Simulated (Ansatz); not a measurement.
Terminations of the (0001) surface of hcp Ru, measured from the surface 'clean 1x1'. Atoms come from or go to: Al: fcc Al, Au: fcc Au, C: graphite, Mo: bcc Mo, Os: hcp Os, Pt: fcc Pt, Rh: fcc Rh, Ru: hcp Ru, Sn: beta tin, Ta: bcc Ta. ΔE is the energy of forming the row's surface from that one (negative: more stable at these reservoirs); the vacuum level's shift is aligned on the shared bottom. No zero-point or thermal terms. These are constructed structures in small cells; real faces may alloy, dewet or reconstruct in larger ones, and not all known structures of the face are among them. Slabs of about 11 Å, Fermi-Dirac smearing of 0.1 eV. Bottom of the slabs: a bare face, its two planes held. Relaxed from the named starts with such symmetry as they have, on meshes of like density; energies extrapolated to zero smearing; spin only where a row says so; no spin-orbit coupling, no U. Brackets mark spin-polarised runs, whose order is one that fits the cell. A dash marks a value that is undefined for that row (no clear gap, or no work function of a gapped slab) or was not read reliably on its mesh.

Level of theory: PBE (plane waves to 420 eV, PAW; Ansatz, a program for electronic structure).

| surface | atoms added per 1x1 | ΔE per 1x1 (eV) | shift of the vacuum level (eV) | work function (eV) |
|---|---|---|---|---|
| a pseudomorphic layer of Ta in the other hollow | +1 Ta | [?] | 0.29 | 5.28 |
| a layer of Sn in place of the second plane | -1 Ru, +1 Sn | [?] | 0.30 | 5.21 |
| one row in 4 of the top plane missing | -0.25 Ru | 0.30 | -0.39 | 4.58 |
| (√3x√3)R30° surface alloy, Au on one Ru site of the top plane | +0.333 Au, -0.333 Ru | -0.12 | 0.24 | 5.20 |
| (√3x√3)R30° layer of C, one a cell, on the site that continues the host's stacking | +0.333 C | 0.13 | 0.62 | 5.60 |
| one added row of Ru in 3 | +0.333 Ru | 0.34 | -0.79 | 4.19 |
| a layer of Pt in place of the second plane | +1 Pt, -1 Ru | [?] | 0.34 | 5.31 |
| a pseudomorphic layer of Rh in the other hollow | +1 Rh | [?] | -0.03 | 4.95 |
| a pseudomorphic layer of Os in the other hollow | +1 Os | 0.29 | 0.32 | 5.29 |
| a pseudomorphic layer of Rh in the host's stacking | +1 Rh | -0.31 | 0.06 | 5.05 |
| a pseudomorphic layer of Mo in the host's stacking | +1 Mo | 0.21 | -0.03 | 4.94 |
| a pseudomorphic layer of Al in the other hollow | +1 Al | [?] | -0.64 | 4.35 |

Task: Complete the blanks.

Result: 
- a pseudomorphic layer of Ta in the other hollow, ΔE per 1x1 (eV): 0.31
- a layer of Sn in place of the second plane, ΔE per 1x1 (eV): 1.95
- a layer of Pt in place of the second plane, ΔE per 1x1 (eV): 0.32
- a pseudomorphic layer of Rh in the other hollow, ΔE per 1x1 (eV): -0.24
- a pseudomorphic layer of Al in the other hollow, ΔE per 1x1 (eV): -0.84
